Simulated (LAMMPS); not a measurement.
System: BN (zinc blende), 1000 atoms, at 200 K and 0 GPa, heated as the crystal.

All values are model results, not measurements: classical MD, pair style extep, file BN.extep; code LAMMPS.

| angle (°) | probability per degree, N-B-N |
|---|---|
| 100.5 | 0.0000 |
| 103.5 | 0.0034 |
| 106.5 | 0.0711 |
| 109.5 | 0.1890 |
| 112.5 | 0.0668 |
| 115.5 | 0.0030 |
| 118.5 | 0.0000 |

The data show:
- state found: crystal; no diffusion seen in 30 ps
- most common N-B-N angle: at the 3° bin centred on 109.5°, after smoothing over three bins (mean of all 109°)

Caution: nuclei are classical, which matters for such light atoms.
